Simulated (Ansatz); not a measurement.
## ZrC: pressure series

Take ZrC in the rock salt structure (space group Fm-3m, No. 225; a = 4.669 Å) as the base.

Cell and atoms are relaxed at each pressure.

Calculations: Kohn–Sham DFT with the PBEsol functional, run in Ansatz (a quantum-chemistry and plane-wave program) with PAW and 420 eV plane waves, no spin-orbit coupling.

| pressure (GPa) | volume per atom (Å³/atom) |
|---|---|
| -2 | 12.832 |
| -1 | ? |
| 0 | 12.722 |
| 0.9 | 12.675 |
| 2.1 | 12.612 |
| 4.5 | 12.491 |
| 15 | 12.021 |
| 22.5 | 11.732 |
| 30 | 11.473 |

Q: Fit the third-order Birch–Murnaghan form P(V) = (3B₀/2)[(V₀/V)^(7/3) − (V₀/V)^(5/3)]·[1 + (3/4)(B₀′ − 4)((V₀/V)^(2/3) − 1)] (squares taken in P) to the rows shown and predict the withheld row.

A: Least squares on the printed values gives V₀ = 12.722 Å³/atom, B₀ = 236 GPa, B₀′ = 4.0; this predicts 12.777 Å³/atom, and the run gives 12.777 Å³/atom, in agreement.

Measured bulk modulus of ZrC: 223.1 GPa (temperature not stated; as listed in arXiv:1102.4063); the computed value is for a static lattice, so the two differ by thermal effects too.

Load acts through the strain it causes; cell and atoms are relaxed under it. Whether these cells are dynamically stable was not tested. Competing high-pressure phases were not computed. All final runs are without spin polarisation.
